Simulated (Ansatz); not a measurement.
System: Ba₂BeN₂ (model structure, started from the Ca2ZnN2 type, I4/mmm, No. 139, 5 atoms in the cell). Method: LDA in Ansatz (plane waves, PAW).

Run with plane-wave cutoff 520 eV, 20×20×20 k mesh, Fermi–Dirac smearing 0.05 eV, scalar-relativistic PAW data made under PBE.

Cell (relaxed at this level):

```xyz
5
Lattice="-2.0036 2.0036 5.9782 2.0036 -2.0036 5.9782 2.0036 2.0036 -5.9782" Properties=species:S:1:pos:R:3 pbc="T T T"
Ba     0.0000     0.0000     7.7730
Ba     0.0000     0.0000     4.1834
Be     0.0000     0.0000     0.0000
N      0.0000     0.0000    10.4255
N      0.0000     0.0000     1.5309
```

Q: Give the computed band gap, smallest direct gap on the k points sampled and direct gap at Γ.

A: 
* **band gap**: 0.55 eV
* **smallest direct gap on the k points sampled**: 0.69 eV
* **direct gap at Γ**: 1.07 eV

Note: the relaxation could raise the start's symmetry but not lower it, so the cell can be a saddle point.

Spin–orbit coupling is not included.

The computed numbers hold no vibrational or temperature effects.

Cost on a shared machine: very roughly 2.3 core-minutes.

A model structure was made by putting elements into a prototype or built by hand; it is no filed structure, need not be a known phase, and can be a saddle point held by its symmetry.

Ansatz is a program for electronic structure.
